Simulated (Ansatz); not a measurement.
# BN: element substitutions

Consider BN in the zinc blende structure (space group F-43m, No. 216).

```yaml
crystal:
  lattice:
    - [0.00000, 1.81205, 1.81205]
    - [1.81205, 0.00000, 1.81205]
    - [1.81205, 1.81205, 0.00000]
  atoms:
    - { symbol: N, position: [0.75000, 0.75000, 0.75000] }
    - { symbol: B, position: [0.00000, 0.00000, 0.00000] }
```

Each row replaces one element on all its sites; cell and atoms are relaxed.

All numbers come from Ansatz (an electronic-structure program), PBE, PAW, cutoff 420 eV, no spin-orbit coupling, earlier PAW set.

| change | band gap | shortest interatomic distance |
|---|---|---|
| base | 4.46 eV | 1.569 Å |
| B → Be | zero | 1.713 Å |
| B → Ga | 1.54 eV | 1.970 Å |
| N → O | zero | 1.707 Å |

Stability against distortions was not tested. As relaxed here, BeN and BO are hypothetical phases, not in the database extracts checked. All final runs are without spin polarisation. An odd electron count without spin: BeN and BO. This is not the structure that GaN has at room temperature and ambient pressure.
